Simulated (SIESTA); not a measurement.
## Short convergence ladders for a (110) slab of Li (cut from a parent of space group no. 229; 4 atoms in the cell)

```xyz
4
Lattice="3.0315 0.0000 0.0000 -4.0420 2.8581 0.0000 0.0000 0.0000 21.4256" Properties=species:S:1:pos:R:3 pbc="T T T"
Li     0.0000     0.0000     7.0000
Li     1.0105     1.4291     9.4752
Li     0.0000     0.0000    11.9504
Li     1.0105     1.4291    14.4256
```

Base method: GGA PBEsol, numerical atomic orbitals DZP, PseudoDojo PBEsol standard norm-conserving potentials (rewritten from UPF to PSML) (SIESTA 5.4.2).

Base settings: XC.functional = GGA; XC.authors = PBEsol; potentials = PseudoDojo PBEsol standard; PAO.BasisSize = DZP; PAO.EnergyShift = 0.005 Ry; MeshCutoff = 400 Ry; kgrid.MonkhorstPack = 17 17 1; OccupationFunction = MP; OccupationMPOrder = 0; ElectronicTemperature = 1160.45 K.

Core times come from one kind of shared machine, to one figure; runs under 30 s give none.

**The vacuum**

The mesh stays at the base's, so the ladder's end is converged at best in this setting alone.

Only quantities that move along the ladder and can be compared are tabulated; forces are left out, as grid noise moves with the cell.

```csv
vacuum between outermost atoms (Å),free energy less the last step's (meV/atom),core time / last (rough)
3.0,-151.19,1.0
4.0,-78.98,1
5.0,-30.04,2
6.0,-6.61,1.0
7.0,0.18,2
10.0,0.04,2
14.0,0.03,1
20.0,0.06,1
30.0,0.00,1
```

Smallest vacuum between outermost atoms (Å) that holds the free energy within 2 meV/atom of the last step, with all finer ones: 7.0; the step before is off by 6.6 meV/atom.

**The cutoff of the real-space grid**

The mesh stays at the base's, so the ladder's end is converged at best in this setting alone.

Only quantities that move along the ladder and can be compared are tabulated.

| MeshCutoff | free energy less the last step's (meV/atom) | core time / last (rough) |
|---|---|---|
| 200 Ry (292 Ry used) | -2.38 | 0.2 |
| 240 Ry (271 Ry used) | -4.42 | 0.1 |
| 280 Ry (318 Ry used) | -1.94 | 0.1 |
| 340 Ry (391 Ry used) | -1.30 | 0.1 |
| 400 Ry (481 Ry used) | -0.74 | 0.3 |
| 480 Ry (496 Ry used) | -0.44 | 0.3 |
| 600 Ry (693 Ry used) | -0.19 | 0.3 |
| 800 Ry (812 Ry used) | 0.00 | 1 |

Coarsest MeshCutoff that holds the free energy within 1 meV/atom of the last step, with all finer ones: 400 Ry (481 Ry used), at about 0.3 of the last step's time; the step before is off by 1.3 meV/atom.

On the base run: the starting cell has typed, rounded lattice constants, without a prior relaxation at this level. The slab is cut from that crystal, and its faces are unrelaxed. Its lattice was rescaled by up to half a per cent. Values carry the incompleteness of an atom-centred basis.

Left out of this page: 1 run of the series outside the window shown, repeating another row's setting, or not comparable.
